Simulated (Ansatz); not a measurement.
Ansatz (an electronic-structure program), DFT, PBE, plane waves, its default PAW files: Al(100) slab of 12 layers, 2x2, N adatom, atoms displaced (Al48N), unrelaxed, 49 atoms. Basis and mesh were picked for this test and aren't claimed converged.

| Item | Result |
|---|---|
| cell | 5.73, 5.73, 33.88 Å; 90, 90, 90° |
| distance to the nearest atom | 1.98 to 2.85 Å |
| task | single point |
| k mesh | 4×4×1 |
| hamiltonian.xc | pbe |
| kind of files | paw |
| scf.occupations.method | fermi_dirac |
| scf.occupations.width | 0.1 eV |
| scf.initial_density.chi_scale | 0.1 |
| output.forces | true |
| binding of workers (--pin) | off |
| k-point pools (--kpoint-pools) | 1 |
| memory maximum (--max-ram) | 8GiB |
| accuracy | medium (default) |
| basis.precision | auto (default) |
| basis.xc_grid | 2 (default) |
| scf.eigensolver.kind | auto (default) |
| scf.convergence.dr2_threshold | 1e-07 (default) |
| scf.lower_state_search | light (default) |
| k-points after symmetry | 10 |
| bands at the start | 124 |
| electrons | 149 |
| plane waves at Γ | 21885 |
| cutoff (eV) | 420 |
| FFT grid | 40×40×240 |
| symmetry operations | 1 |

Settings of this run: scf.mixing.algorithm = auto, scf.mixing.preconditioner = none; 4 threads.

```
iteration  dr2 (eV)     Hψ
---------  --------  -----
1            1.02e4   9064
2            2.04e5  49205
3            1.05e5  27074
4            7.95e4  26027
5            1.56e4  25720
6            4.69e4  17413
7            6.83e4  10842
8            1.00e5  16572
9            6.20e4  10400
10           1.26e2  29329
11           3.76e2   8912
12           3.08e2   5203
13           6.50e2   7255
14           5.30e1   3437
…                 …      …
22           1.53e0   1962
23          4.86e-3   1310
24          2.02e-2   1906
25          1.17e-2   1133
26          4.22e-3   1128
27          8.88e-4   1133
28          4.34e-4   1205
29          4.57e-4   1128
…                 …      …
35          1.51e-6   1142
36          7.79e-7   1405
37          5.17e-7   1217
38          2.03e-5   1626
39          6.83e-7   1129
40          2.49e-7   1128
41          1.18e-7   1132
42          1.77e-8   2942
```

It converged after 42 SCF iterations.

Question: Which change of one setting makes this cycle converge in far fewer steps?

Answer: This is not unique; one that fits is scf.mixing.preconditioner = auto (default) (19 SCF iterations), all else kept. The other changes of this size gave: scf.mixing.preconditioner = local_kerker (24); scf.mixing.preconditioner = kerker (29). In that run the program took: scf.mixing.algorithm MSR1, scf.mixing.preconditioner LDOS, scf.eigensolver.kind band_cg, --slots 4. The change moves the result by: energy under 0.001 meV/atom, forces (largest component) 0.17 meV/Å. Counts are of single runs.

Keys are those of Ansatz 0.2.
